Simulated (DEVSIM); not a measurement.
System: Si n+/n-/n+ resistor, at 300 K.

| layer (left to right) | material | thickness (μm) | Nd (cm⁻³) | τn (s) | τp (s) |
|---|---|---|---|---|---|
| 1 | Si | 0.100 | 2e18 | 1.7e-7 | 1.7e-7 |
| 2 | Si | 0.0550 | 1.6e13 | 1.7e-7 | 1.7e-7 |
| 3 | Si | 0.330 | 4.2e17 | 1.7e-7 | 1.7e-7 |

Left contact: ohmic. Right contact: ohmic. Voltage is applied to the left contact. Recombination: SRH at mid-gap, radiative, Auger. Mobility is μmin + (μ − μmin)/(1 + (N/Nref)^α).

Constants are typed, rounded textbook-type inputs, not results; the design itself was drawn at random and stands for no fabricated device. Values at 300 K.

| parameter | Si |
|---|---|
| gap (eV) | 1.124 |
| affinity (eV) | 4.05 |
| permittivity | 11.7 |
| Nc (cm⁻³) | 2.86e19 |
| Nv (cm⁻³) | 3.1e19 |
| μn (cm²/Vs) | 1417 |
| μp (cm²/Vs) | 470 |
| μn,min | 52 |
| μp,min | 45 |
| Nref,n | 9.7e16 |
| Nref,p | 2.2e17 |
| αn | 0.68 |
| αp | 0.72 |
| B (cm³/s) | 4.7e-15 |
| Cn (cm⁶/s) | 2.8e-31 |
| Cp (cm⁶/s) | 9.9e-32 |

Model (solved in DEVSIM): 1D drift-diffusion, Boltzmann statistics, complete ionisation; no tunnelling, impact ionisation, image-force lowering or self-heating.

Question: Tabulate band edges, carrier densities and field at zero bias.

Answer: Energies count from the Fermi level of the right contact; mesh points crowd at the junctions.

```
x (μm)   Ec (eV)  Ev (eV)  n (cm⁻³)  p (cm⁻³)  field (V/cm)
-------  -------  -------  --------  --------  ------------
0.000      0.069   -1.055    2.0e18     < 1e2           ≈ 0
0.01099    0.069   -1.055    2.0e18     < 1e2           ≈ 0
0.02601    0.069   -1.055    2.0e18     < 1e2           ≈ 0
0.04296    0.069   -1.055    2.0e18     < 1e2           ≈ 0
0.06660    0.069   -1.055    2.0e18     < 1e2           ≈ 0
0.08312    0.069   -1.055    2.0e18     < 1e2           350
0.09521    0.075   -1.049    1.6e18     < 1e2         20000
0.1091     0.136   -0.988    1.5e17       780         27000
0.1197     0.155   -0.969    7.1e16      1600         11000
0.1297     0.161   -0.963    5.7e16      2100          1300
0.1404     0.157   -0.967    6.5e16      1800         -8400
0.1548     0.132   -0.992    1.7e17       670        -31000
0.1654     0.114   -1.010    3.5e17       330         -7400
0.1834     0.109   -1.015    4.2e17       280          -450
0.2157     0.109   -1.015    4.2e17       280           ≈ 0
0.2572     0.109   -1.015    4.2e17       280           ≈ 0
0.3114     0.109   -1.015    4.2e17       280           ≈ 0
0.3669     0.109   -1.015    4.2e17       280           ≈ 0
0.4233     0.109   -1.015    4.2e17       280           ≈ 0
0.4497     0.109   -1.015    4.2e17       280           ≈ 0
0.4684     0.109   -1.015    4.2e17       280           ≈ 0
0.4850     0.109   -1.015    4.2e17       280           ≈ 0
```
